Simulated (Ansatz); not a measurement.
Base system: Cu in the fcc (Cu type) structure (space group Fm-3m, No. 225; a = 3.563 Å; relaxed with 0.1 eV smearing).

All numbers come from PBEsol (Ansatz, a first-principles code, PAW, no spin-orbit coupling), earlier PAW set.

Before the change:

The pressure is 0.0 GPa.

The change: an isotropic linear strain of +3.89 %, atoms relaxed at fixed cell.

Q: What happens to the energy relative to the base and pressure?

A: The energy goes up by 69 meV/atom; the pressure goes from zero to -14.4 GPa.

Whether these cells are dynamically stable was not tested. All final runs are without spin polarisation.
